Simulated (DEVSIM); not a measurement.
Device: illuminated Si p-on-n cell, one wavelength, with a back-surface field, at 400 K.

Layer 1 from the left is Si, thickness (μm) 0.0810, Na (cm⁻³) 3e18, τn (s) 1.6e-7, τp (s) 3.9e-7, absorption coefficient (cm⁻¹) 4700. Layer 2 from the left is Si, thickness (μm) 40.0, Nd (cm⁻³) 3.8e15, τn (s) 4.7e-6, τp (s) 4.7e-6, absorption coefficient (cm⁻¹) 4700. Layer 3 from the left is Si, thickness (μm) 0.320, Nd (cm⁻³) 4.1e18, τn (s) 4.7e-6, τp (s) 4.7e-6, absorption coefficient (cm⁻¹) 4700.

Left contact: ohmic, minority electron recombination velocity 2e6 cm/s. Right contact: ohmic, minority hole recombination velocity 800 cm/s. Voltage is applied to the left contact. Recombination: SRH at mid-gap, radiative, Auger. Gap narrowing is on: ΔEg = 6.92 meV × (l + √(l² + 0.5)), l = ln(N/1.3e17 cm⁻³), shared equally by both band edges. Light enters at the left, 6.7e16 photons cm⁻² s⁻¹, one pass, no reflection. Mobility is μmin + (μ − μmin)/(1 + (N/Nref)^α).

This is a model device: material constants are rounded textbook-type values typed into the input, and sizes, dopings and lifetimes were drawn at random. Values at 300 K; Nc and Nv go as T^1.5, mobilities as T to minus their exponent, the gap by Varshni's rule with the affinity fixed.

Si: gap (eV) 1.124, affinity (eV) 4.05, permittivity 11.7, Nc (cm⁻³) 2.86e19, Nv (cm⁻³) 3.1e19, μn (cm²/Vs) 1417, μp (cm²/Vs) 470, μn,min 52, μp,min 45, Nref,n 9.7e16, Nref,p 2.2e17, αn 0.68, αp 0.72, T exponent of μn 2.3, T exponent of μp 2.2, B (cm³/s) 4.7e-15, Cn (cm⁶/s) 2.8e-31, Cp (cm⁶/s) 9.9e-32, Varshni α (eV/K) 0.000473, Varshni β (K) 636.

Model (solved in DEVSIM): 1D drift-diffusion, Boltzmann statistics, complete ionisation; no tunnelling, impact ionisation, image-force lowering or self-heating.

What does the simulation give for the fill factor, the potential step across the device at zero bias, the dark forward voltage at 1 A/cm²?

fill factor 0.65; potential step across the device at zero bias 0.873 V; dark forward voltage at 1 A/cm² 0.445 V.
